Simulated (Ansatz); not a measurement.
Take SrTiO₃ in the cubic perovskite structure (space group Pm-3m, No. 221; a = 3.891 Å) as the base.

The change: cell and atoms relaxed at a pressure of 7 GPa.

Levels (all Ansatz, a quantum-chemistry and plane-wave program, PAW): PBEsol (420 eV, no SOC); r2SCAN (500 eV, no SOC).

The geometry is relaxed with PBEsol.

* **PBEsol pressure**: 7.00 GPa
* **PBEsol smallest direct gap**: 2.23 eV
* **PBEsol lowest conduction level above the VBM at special points**: Γ 1.91 eV; X 2.11 eV; M 4.06 eV; R 4.79 eV

Question: How does going to r2SCAN change the pressure, smallest direct gap and lowest conduction level above the VBM at special points?

Answer: The pressure increases by 2.87 GPa, from 7.00 GPa to 9.87 GPa; the smallest direct gap grows by 0.47 eV, from 2.23 eV to 2.70 eV; the lowest conduction level above the VBM at special points changes from Γ 1.91 eV; X 2.11 eV; M 4.06 eV; R 4.79 eV to Γ 2.37 eV; X 2.54 eV; M 4.43 eV; R 5.18 eV.

Single points use the geometry relaxed with PBEsol. Their cutoffs differ, which shifts pressures a little. Load acts through the strain it causes; cell and atoms are relaxed under it. Whether these cells are dynamically stable was not tested. Competing high-pressure phases were not computed. All final runs are without spin polarisation. Many cubic perovskites are stable only at high temperature; tilts and polar distortions were not tested.
